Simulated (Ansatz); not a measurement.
System: Ge2Sb2Te5 (model structure, R-3m, No. 166, 9 atoms in the cell). Method: PBE-D3(BJ) (PAW; Ansatz, a first-principles code).

Run with plane-wave cutoff 520 eV, 10×10×10 k mesh, Fermi–Dirac smearing 0.01 eV, scalar-relativistic PAW data made under PBE.

Cell (relaxed at this level):

Space group R-3m, hexagonal axes (No. 166); a = 4.2146 Å, b = 4.2146 Å, c = 51.6069 Å, α = 90.00°, β = 90.00°, γ = 120.00°

```json
[
 {"atom": "Te", "site": "3a", "symmetry": "-3m", "x": "0.0000", "y": "0.0000", "z": "0.0000"},
 {"atom": "Ge", "site": "6c", "symmetry": "3m", "x": "0.0000", "y": "0.0000", "z": "0.3002"},
 {"atom": "Te", "site": "6c", "symmetry": "3m", "x": "0.0000", "y": "0.0000", "z": "0.3988"},
 {"atom": "Sb", "site": "6c", "symmetry": "3m", "x": "0.0000", "y": "0.0000", "z": "0.1044"},
 {"atom": "Te", "site": "6c", "symmetry": "3m", "x": "0.0000", "y": "0.0000", "z": "0.1954"}
]
```
(The calculation used a cell of 9 atoms; values per cell refer to that cell.)

### Question
What does this level give for the band gap and smallest direct gap on the k points sampled?

### Answer

- band gap: 0.24 eV
- smallest direct gap on the k points sampled: 0.29 eV

Note: the relaxation could raise the start's symmetry but not lower it, so the cell can be a saddle point.

Spin–orbit coupling is not included; it can close the smallest gap of 0.24 eV.

The computed numbers hold no vibrational or temperature effects.

Computing time: about 5 core-minutes (a rough figure).

A model structure was made by putting elements into a prototype or built by hand; it is no filed structure, need not be a known phase, and can be a saddle point held by its symmetry.
